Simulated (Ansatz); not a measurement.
Convergence study of the plane-wave cutoff for SrGe₂Ru₂ (I4mm, 5 atoms in the cell)

```
CELL_PARAMETERS angstrom
     -2.15004     2.15004     5.14129
      2.15004    -2.15004     5.14129
      2.15004     2.15004    -5.14129
ATOMIC_POSITIONS crystal
  Sr 0.00486 0.00486 0.00000
  Ge 0.64218 0.64218 0.00000
  Ge 0.35782 0.35782 0.00000
  Ru 0.75000 0.25000 0.50000
  Ru 0.25000 0.75000 0.50000
```

Computed with LDA (PW92), default PAW files made with PBE (plane waves; Ansatz, an electronic-structure program).

Base settings: basis.ecutwfc = 420 eV; kpoints.mp_grid.grid = 5 5 5; hamiltonian.xc = lda; hamiltonian.pseudopotentials = {kind: paw} (the program's default PAW files); scf.occupations.method = fermi_dirac; scf.occupations.width = 0.1 eV.

The second cell is the first with its lattice scaled by 0.98.

The mesh stays at the base's, so the ladder's end is converged at best in this setting alone.

The first pressure column holds Ansatz's estimate of the finite-basis (Pulay) stress, which hides part of the cutoff error; the other is without it.

Only quantities that move along the ladder and can be compared are tabulated.

The count of work is k-points × plane waves × bands × iterations; it is no time. 

The starting cell comes from a database of computed structures (which also holds hypothetical and non-ambient phases and stackings), without a prior relaxation at this level. Its lattice was rescaled by up to half a per cent. One atom was moved a little off its site on purpose. Spin polarisation is off. In the base run, with a pressure of about -4 GPa the cell is away from its equilibrium volume at this level.

```csv
basis.ecutwfc,free energy less the last step's (meV/atom),energy of the compressed cell less the first (meV/atom),pressure (GPa),pressure without the Pulay estimate (GPa),largest difference of a force vector from the last step's (eV/Å),count of work / last
145 eV,44702.64,-114.29,-25.23,-1171.40,1.694,0.062
170 eV,19884.48,-33.32,10.20,-631.87,1.375,0.078
190 eV,9968.84,-10.27,-1.19,-372.23,0.608,0.083
210 eV,4897.89,-36.97,-7.90,-214.39,0.193,0.092
230 eV,2371.31,-28.35,-7.14,-121.02,0.389,0.11
250 eV,1103.03,-14.19,-5.75,-66.10,0.299,0.13
295 eV,167.56,1.71,-3.89,-16.45,0.022,0.16
335 eV,23.66,2.40,-3.72,-6.04,0.012,0.19
380 eV,2.73,2.67,-3.75,-3.94,0.003,0.24
420 eV,1.49,2.57,-3.76,-3.79,0.001,0.27
460 eV,1.05,2.55,-3.76,-3.79,0.001,0.31
505 eV,0.65,2.53,-3.77,-3.78,0.000,0.35
565 eV,0.46,2.53,-3.77,-3.77,0.000,0.43
630 eV,0.36,2.53,-3.77,-3.77,0.000,0.50
735 eV,0.17,2.52,-3.77,-3.77,0.000,0.62
840 eV,0.07,2.51,-3.77,-3.77,0.000,0.76
1010 eV,0.00,2.51,-3.77,-3.77,0.000,1.0
```

Coarsest basis.ecutwfc that holds the free energy within 0.5 meV/atom of the last step, with all finer ones: 565 eV, at 0.43 of the last step's count of work; the step before is off by 0.65 meV/atom.

Coarsest basis.ecutwfc that holds the forces within 0.005 eV/Å of the last step, with all finer ones: 380 eV, at 0.24 of the last step's count of work; the step before is off by 0.012 eV/Å.

Coarsest basis.ecutwfc that holds the energy of the compressed cell less the first within 0.5 meV/atom of the last step, with all finer ones: 335 eV, at 0.19 of the last step's count of work; the step before is off by 0.80 meV/atom.

The energy difference between the two cells stays within 1 meV/atom of the last step's from 295 eV on, the total only from 505 eV on: much of the error is common to both cells and cancels.

At the lowest cutoff the pressure without the Pulay estimate lies 1170 GPa under the last step's, the usual sign of Pulay stress in an incomplete plane-wave basis.

Keys are those of Ansatz 0.2.
